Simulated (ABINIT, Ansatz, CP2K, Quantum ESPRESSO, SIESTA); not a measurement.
## One structure in several programs: BN (P6_3/mmc, 4 atoms in the cell)

Self-consistent single point.

```
BN
1.0
    1.22308    -2.11843     0.00000
    1.22308     2.11843     0.00000
    0.00000     0.00000     6.50615
B N
2 2
Direct
  0.33333   0.66667   0.25000
  0.66667   0.33333   0.75000
  0.66667   0.33333   0.25000
  0.33333   0.66667   0.75000
```

Shared settings, as Ansatz (a quantum-chemistry and plane-wave program) writes them: kpoints.mp_grid.grid = 10 10 4; scf.occupations.method = fermi_dirac; scf.occupations.width = 0.05 eV. Potentials and cutoffs stand in the table.

```csv
code,model,pressure (GPa),cutoff
Quantum ESPRESSO,"LDA (PZ), GBRV 1.5 ultrasoft (LDA) pseudopotentials",15.14,40 Ry
ABINIT,"LDA (PW92), norm-conserving pseudopotentials (PseudoDojo nc-sr-04 LDA standard)",14.10,42 Ha
CP2K,"LDA (Pade form), GPW, DZVP-MOLOPT-SR-GTH basis, GTH-PADE potentials (GTH_POTENTIALS)",14.43,grid 400 Ry
Ansatz,"LDA (PW92), default PAW files made with PBE",13.36,default
SIESTA,"LDA PW92, numerical atomic orbitals DZP, PseudoDojo LDA standard norm-conserving potentials (rewritten from UPF to PSML)",17.45,grid 350 Ry
```

The spread over the programs that give each value: pressure within 4.09 GPa.

CP2K and SIESTA use small atom-centred bases, whose incompleteness enters pressures, forces and empty levels differently from a plane-wave cutoff. Ansatz's pressure is given at a fixed set of plane waves, as the other plane-wave codes print theirs; with its correction for the finite basis it is 14.14 GPa (the shift of 0.78 GPa shows how far the cutoff is from converged). The same LDA comes in different parametrisations, which differ slightly. In the pressure, Quantum ESPRESSO (by 1.04) and SIESTA (by 3.35) lie more than 1 GPa from the median of the plane-wave programs.

This mesh misses zone-boundary points where a band edge of such crystals can lie, so no gaps are given.

The starting cell has typed, rounded lattice constants, without a prior relaxation at this level. Its lattice was rescaled by a random factor within 2.5 % of one.

Left out of this page: GPAW, Elk and FLEUR (not drawn, or without a comparable value).

Keys are those of Ansatz 0.2.
